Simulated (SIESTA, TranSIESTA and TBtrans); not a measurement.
Run with TranSIESTA and TBtrans (open boundaries, self-consistent; PseudoDojo norm-conserving potentials, scalar-relativistic): Spin polarized, PAO.BasisSize DZP, PAO.EnergyShift 0.15 eV, XC.Authors PBE, Mesh.Cutoff 200 Ry, ElectronicTemperature 300 K, TS.Voltage 0.0 eV, TBT.Elecs.Eta 0.001 eV.

Junction: Ru chain with a Cl atom beside one bond. Leads: straight Ru chain, spacing 2.25 Å. Geometry: as built, not relaxed. Transport runs along z; the first 6 and the last 6 of the 23 atoms are the lead cells, repeated to infinity.

```xyz
23
Lattice="9.000 0.000 0.000 0.000 9.000 0.000 0.000 0.000 49.500" Properties=species:S:1:pos:R:3 pbc="F F T"
Ru     4.500     4.500     0.000
Ru     4.500     4.500     2.250
Ru     4.500     4.500     4.500
Ru     4.500     4.500     6.750
Ru     4.500     4.500     9.000
Ru     4.500     4.500    11.250
Ru     4.500     4.500    13.500
Ru     4.500     4.500    15.750
Ru     4.500     4.500    18.000
Ru     4.500     4.500    20.250
Ru     4.500     4.500    22.500
Ru     4.500     4.500    24.750
Ru     4.500     4.500    27.000
Ru     4.500     4.500    29.250
Ru     4.500     4.500    31.500
Ru     4.500     4.500    33.750
Cl     6.600     4.500    23.625
Ru     4.500     4.500    36.000
Ru     4.500     4.500    38.250
Ru     4.500     4.500    40.500
Ru     4.500     4.500    42.750
Ru     4.500     4.500    45.000
Ru     4.500     4.500    47.250
```
Starting moments (μB): atom 7 +1.5, atom 8 +1.5, atom 9 +1.5, atom 10 +1.5, atom 11 +1.5, atom 12 +1.5, atom 13 +1.5, atom 14 +1.5, atom 15 +1.5, atom 16 +1.5; lead atoms +1.5 (left) and +1.5 (right).

Problem. Give the largest eigenchannel transmissions at the Fermi level (four at most) and the total.

Solution. Up: 1.00, 0.99, 0.87, 0.0019 (total 2.86); down: 1.00, 0.99, 0.99, 0.96 (total 4.25). The magnetic order of the leads was set by the start, and no other order was tried; the separate lead runs end at 1.33 (left) and 1.33 (right) μB an atom. The straight chain is held at its spacing; free chains may zigzag or dimerise.
